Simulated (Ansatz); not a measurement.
**Hypothetical zinc blende LuP, pressure series**

Take LuP in the zinc blende structure (space group F-43m, No. 216; a = 6.1371 Å; a hypothetical phase, not in the database extracts checked) as the base.

Cell and atoms are relaxed at each pressure.

Computed with r2SCAN, PAW, 500 eV (Ansatz, an electronic-structure program; scalar-relativistic without spin-orbit coupling).

Computed cases, in order: pressure −2 GPa; pressure −1 GPa; 0 GPa (base); pressure 1.8 GPa; pressure 4.2 GPa; pressure 9 GPa; pressure 18 GPa; pressure 30 GPa; pressure 45 GPa; pressure 60 GPa.

Problem. Between which two neighbouring cases does the gap turn between direct and indirect?

Solution. Between pressure 30 GPa (1.36 eV, direct at X) and pressure 45 GPa (1.07 eV, indirect, X → a point along ⟨100⟩, about 1.0 Å⁻¹ from Γ). The whole series: pressure −2 GPa: 2.03 eV, direct at X; pressure −1 GPa: 2.01 eV, direct at X; 0 GPa (base): 1.98 eV, direct at X; pressure 1.8 GPa: 1.94 eV, direct at X; pressure 4.2 GPa: 1.89 eV, direct at X; pressure 9 GPa: 1.79 eV, direct at X; pressure 18 GPa: 1.60 eV, direct at X; pressure 30 GPa: 1.36 eV, direct at X; pressure 45 GPa: 1.07 eV, indirect, X → a point along ⟨100⟩, about 1.0 Å⁻¹ from Γ; pressure 60 GPa: 0.79 eV, indirect, X → Γ–X (87 % along).

Load acts through the strain it causes; cell and atoms are relaxed under it. No phonon test of stability was made. Competing high-pressure phases were not computed.
